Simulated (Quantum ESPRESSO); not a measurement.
Troubleshooting Quantum ESPRESSO: a failed run on Nb5Si6Mo5 (Cm, 16 atoms in the cell). The aim is a self-consistent single point with DFT, PBEsol, plane waves, GBRV 1.5 ultrasoft (PBESOL) pseudopotentials.

Cell that was meant: a = 7.3982 Å, b = 7.3982 Å, c = 9.8192 Å, α = 131.53°, β = 131.53°, γ = 39.88°.

Part of the input:

```fortran
&control
    calculation = 'single-point'
    prefix = 'scf'
    outdir = './out'
    pseudo_dir = './'
```

The program printed (abridged):

```
     This program is part of the open-source Quantum ESPRESSO suite
     for quantum simulation of materials; please cite

 %%%%%%%%%%%%%%%%%%%%%%%%%%%%%%%%%%%%%%%%%%%%%%%%%%%%%%%%%%%%%%%%%%%%%%%%%%%%%%
     Error in routine  control_checkin (1):
      calculation "single-point" not allowed
 %%%%%%%%%%%%%%%%%%%%%%%%%%%%%%%%%%%%%%%%%%%%%%%%%%%%%%%%%%%%%%%%%%%%%%%%%%%%%%

     stopping ...
```

Read the log: what does the program object to, and what is the fix?

The fault is a value that the program does not know. The key takes a closed list of words, and names differ between codes. To fix it, use one of the words that the key accepts. The program stopped before any SCF iteration.

The sound input it was made from differs as follows (other fixes are possible):
```diff
-    calculation = 'single-point'
+    calculation = 'scf'
```

With that input, the run converged in 29 iterations: free energy E − TS -18290.6986 eV; Fermi level (on the code's own zero) 17.19 eV; pressure -6.56 GPa; largest force (vector length) 0.222 eV/Å (DFT, PBEsol, plane waves, GBRV 1.5 ultrasoft (PBESOL) pseudopotentials).

On the sound input: the starting cell comes from a database of computed structures (which also holds hypothetical and non-ambient phases and stackings), without a prior relaxation at this level. Spin polarisation is off. With a pressure of about -7 GPa the cell is away from its equilibrium volume at this level.
